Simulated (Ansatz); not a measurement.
Relaxation of the outer planes of the (11-20) surface of hcp Hf in its 1x1 cell, outermost plane spacing 1.60 Å in the ideal cut.

Method: PBE (plane waves to 420 eV, PAW; Ansatz, a program for electronic structure).

Slab: 14 atoms, 9.6 Å thick at the start (thin: gaps and levels are the slab's own); k 8x7x1, smearing 0.1 eV, dipole-corrected; all atoms relaxed; start symmetry kept, larger cells not searched; no spin, no spin-orbit, no U.

```
plane  atoms  bulk spacing to the next (Å)  relaxed spacing (Å)  change (%)  rumpling (Å)
-----  -----  ----------------------------  -------------------  ----------  ------------
1       2 Hf                         1.602                1.476        -7.9          0.00
2       2 Hf                         1.602                1.581        -1.3          0.00
```
